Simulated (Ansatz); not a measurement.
## A constructed model of the (0001) surface of hcp Co, ferromagnetic, a pseudomorphic layer of Os in the other hollow (bottom of the slab: a bare face, its two planes held)

Calculation: PBE (plane waves to 420 eV, PAW; Ansatz, a quantum-chemistry and plane-wave program).

Model: 7-atom slab, 12.5 Å thick at the start with caps and adatoms (thin: gaps and levels are the slab's own), 17x17x1 mesh, Fermi-Dirac 0.1 eV, dipole correction, 2 atoms held, the rest relaxed; symmetry of the start imposed; spin-polarised, ending with about 9.5 μB a cell; orders that need a larger cell were not tried, no spin-orbit, no U. In PBE it lies 0.03 eV a 1x1 cell over the lowest computed structure of the same composition (a pseudomorphic layer of Os in the host's stacking).

```
Property                                                      Result
-----------------------------  -------------------------------------
work function of the top face                                5.36 eV
energy released by relaxation                                0.20 eV
magnetic moment of the cell                                  9.55 μB
cost                           about 5 core-minutes (a rough figure)
```
